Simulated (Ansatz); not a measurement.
The parent structure is SnTe in the rock salt structure (space group Fm-3m, No. 225; a = 6.370 Å). Axes: x, y, z lie along the cube axes.

All numbers come from Ansatz (a program for electronic structure), r2SCAN, PAW, cutoff 500 eV, scalar-relativistic without spin-orbit coupling.

Before the change:

The valley order comes out as L along ⟨111⟩ 0.13 eV; a point along ⟨110⟩, about 0.6 Å⁻¹ from Γ 0.63 eV; a point along ⟨100⟩, about 0.3 Å⁻¹ from Γ 1.00 eV and the smallest direct gap comes out as 0.13 eV.

Modification: a pure shear with ε_xy = ε_yx = 0.0029, atoms relaxed at fixed cell.

Task: How does this affect the valley order?

Result: The valley order (the lowest conduction-band minima on the path, energy above the VBM, named in the base's zone) becomes L along [1-11] 0.10 eV; L along [111] 0.13 eV; a point along [1-10], about 0.6 Å⁻¹ from Γ 0.59 eV; a point along [110], about 0.6 Å⁻¹ from Γ 0.63 eV (base: L along ⟨111⟩ 0.13 eV; a point along ⟨110⟩, about 0.6 Å⁻¹ from Γ 0.63 eV; a point along ⟨100⟩, about 0.3 Å⁻¹ from Γ 1.00 eV).

Task: What does the calculation give for the stress after the change?

Result: The stress (xx, yy, zz, yz, xz, xy; compression positive) amounts to (0.00, 0.00, 0.00, 0.00, 0.00, -0.11) GPa.

Task: Predict the new energy relative to the base.

Result: The energy stays essentially unchanged.

Task: What happens to the smallest direct gap?

Result: The smallest direct gap remains 0.13 eV.

Spin-orbit coupling, missing from the scalar runs, can matter with Te. The cells carry an imposed strain or load. Stability against distortions was not tested. A zero or small gap of SnTe can be the functional's error rather than a property of the material.
